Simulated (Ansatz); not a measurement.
We consider CuI (Cmcm, No. 63, 4 atoms in the cell; start mp-1007922; a measured phase of this formula has another space group), described by r²SCAN+rVV10 in Ansatz (PAW).

Numerical settings: plane-wave cutoff 500 eV, 8×8×10 k mesh (along the axes of the cell as run), Fermi–Dirac smearing 0.05 eV, no spin polarisation, scalar-relativistic PAW data made under PBE.

Cell (relaxed at this level):

```
CELL_PARAMETERS angstrom
      3.51833    -3.59971     0.00000
      3.51833     3.59971     0.00000
      0.00000     0.00000     4.31889
ATOMIC_POSITIONS crystal
  Cu 0.41702 0.58298 0.75000
  Cu 0.58298 0.41702 0.25000
  I  0.77753 0.22247 0.75000
  I  0.22247 0.77753 0.25000
```

### Question
Give the computed band gap.

### Answer

- band gap = 1.31 eV (on the SCF k mesh)

Note: the relaxation could not lower the start's symmetry, so the cell can be a saddle point above a distorted one.

Spin–orbit coupling is not included; with these elements it can move the gap by several tenths of an eV or more.

Computed values are for the static lattice.

It cost about 3 core-minutes (a rough figure) of CPU time.

A start named mp-… is a Materials Project structure, which need not be a measured phase.

Ansatz is a first-principles code.
